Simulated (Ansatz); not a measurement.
# Effect of pressure 0.3 GPa on Cd2SnO4

Consider Cd₂SnO₄ (space group Pbam, No. 55; a = 5.571 Å, b = 9.929 Å, c = 3.199 Å).

The change: cell and atoms relaxed at a pressure of 0.3 GPa.

The values are results of PBEsol (Ansatz, a program for electronic structure, PAW, no spin-orbit coupling), not measurements. Γ-centred 5×3×8 mesh, Fermi–Dirac width 0.05 eV.

| quantity | base | changed | shift |
|---|---|---|---|
| density | 7.65 g/cm³ | 7.66 g/cm³ | +0.01 g/cm³ |
| shortest interatomic distance | 206.1 pm | 206.0 pm | -0.1 pm |
| enthalpy H = E + PV relative to the base's energy | – | +0.02 eV/atom | – |
| band gap (an upper bound: an edge found on the path is not a true extremum; the changed cell) | 0.48 eV | 0.49 eV | +0.01 eV |

Final structure:

```xyz
14
Lattice="5.5687 0.0000 0.0000 0.0000 9.9188 0.0000 0.0000 0.0000 3.1978" Properties=species:S:1:pos:R:3 pbc="T T T"
Cd     0.3370     3.2095     1.5989
Cd     5.2317     6.7093     1.5989
Cd     3.1213     1.7499     1.5989
Cd     2.4474     8.1689     1.5989
Sn     0.0000     0.0000     0.0000
Sn     2.7843     4.9594     0.0000
O      0.7508     8.0009     0.0000
O      4.8179     1.9179     0.0000
O      3.5351     6.8773     0.0000
O      2.0335     3.0415     0.0000
O      1.4640     5.3472     1.5989
O      4.1047     4.5716     1.5989
O      4.2483     9.5309     1.5989
O      1.3204     0.3878     1.5989
```

Load acts through the strain it causes; cell and atoms are relaxed under it. No phonon test of stability was made.
